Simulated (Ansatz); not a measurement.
The parent structure is Ru in the hcp (Mg type) structure (space group P6_3/mmc, No. 194; a = 2.704 Å, c = 4.263 Å; relaxed with 0.1 eV smearing). Axes: x lies along a and z along c of the hexagonal cell.

Computed with plane-wave PAW DFT at the r2SCAN level (Ansatz, a quantum-chemistry and plane-wave program, 500 eV), no SOC.

Perturbation: uniaxial strain ε_zz = +1.50 %, all other strain components held at zero, atoms relaxed at fixed cell.

Task: Predict the stress tensor and what it implies for the stiffness.

Result: Stress of the strained cell less that of the base (GPa, compression positive):
```
   -2.6     0.0     0.0
    0.0    -2.6     0.0
    0.0     0.0    -9.7
```

Then −Δσ_ii/ε with ε = 0.0150 gives secant stiffness values (nonlinear terms included at this strain): C33 ≈ 646 GPa, C13 ≈ 175 GPa and C23 ≈ 175 GPa.

As a check, the harmonic strain energy −½ V₀ Δσ:ε is 6.1 meV/atom; the computed energy rise is 6.2 meV/atom.

No phonon test of stability was made. The final runs are not spin-polarised.
